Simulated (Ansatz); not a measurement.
Start from SiC in the zinc blende structure (space group F-43m, No. 216; a = 4.356 Å).

All numbers come from r2SCAN/PAW in Ansatz (an electronic-structure program), no SOC.

Before the change:

* **Hole mass**: 0.35, 0.57, 0.57 mₑ (at Γ)
* **Band gap**: 1.71 eV

It is then changed as follows: an isotropic linear strain of −4.35 %, atoms relaxed at fixed cell.

Question: How does this affect the energy relative to the base?

Answer: The energy goes up by 142 meV/atom.

Question: What does the calculation give for the hole mass after the change?

Answer: The hole mass (degenerate bands, along [100]) goes from 0.35, 0.57, 0.57 mₑ (at Γ) to 0.42, 0.59, 0.59 mₑ (at Γ).

Question: What happens to the band gap?

Answer: The band gap drops by 0.10 eV, from 1.71 eV to 1.61 eV.

Masses are band curvatures over ±0.01 Å⁻¹ around the edge. No phonon test of stability was made.
